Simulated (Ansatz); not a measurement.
The reference is C (space group Ia-3, No. 206; a = 4.449 Å; a hypothetical phase, not in the database extracts checked).

Modification: a negative pressure, −2 GPa.

Calculations: Ansatz (an electronic-structure program), PBEsol, PAW, cutoff 420 eV, no SOC.

Base, band edges from the VBM (valence, conduction): N -2.33, 3.92; P -5.58, 6.23; H 0.00, 2.30; Γ -2.13, 5.37 eV.

Question: Give the band edges at the high-symmetry points of the new zone, measured from its valence-band maximum.

Answer: 
```json
[
 {"point": "Γ", "valence edge (eV)": "-2.11", "conduction edge (eV)": "5.34"},
 {"point": "H", "valence edge (eV)": "0.00", "conduction edge (eV)": "2.31"},
 {"point": "N", "valence edge (eV)": "-2.31", "conduction edge (eV)": "3.92"},
 {"point": "P", "valence edge (eV)": "-5.54", "conduction edge (eV)": "6.21"}
]
```

The gap is 2.31 eV, direct at H.

Load acts through the strain it causes; cell and atoms are relaxed under it. Stability against distortions was not tested.
